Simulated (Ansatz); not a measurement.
Results of LDA (PAW; Ansatz, a program for electronic structure) for BP (P6₃mc, No. 186, 4 atoms in the cell; start mp-1008559; a measured phase of this formula has another space group).

Numerical settings: plane-wave cutoff 520 eV, 12×12×6 k mesh (along the axes of the cell as run), Fermi–Dirac smearing 0.01 eV, scalar-relativistic PAW data made under PBE.

Computed at the level's own relaxed cell.

```xyz
4
Lattice="3.1582 0.0000 0.0000 -1.5791 2.7351 0.0000 0.0000 0.0000 5.2410" Properties=species:S:1:pos:R:3 pbc="T T T"
B      1.5791     0.9117     2.6230
B      0.0000     1.8234     0.0025
P      1.5791     0.9117     4.5834
P      0.0000     1.8234     1.9629
```

Problem. List the 10 lowest band energies at Γ above −25 eV (eV, relative to the valence band maximum), grouping those that round alike.

Solution. At Γ: -16.01, -12.66, -9.58, -2.16 (×2), -0.46, 0.00 (×2), 2.73 (×2).

A start named mp-… is a Materials Project structure, which need not be a measured phase.
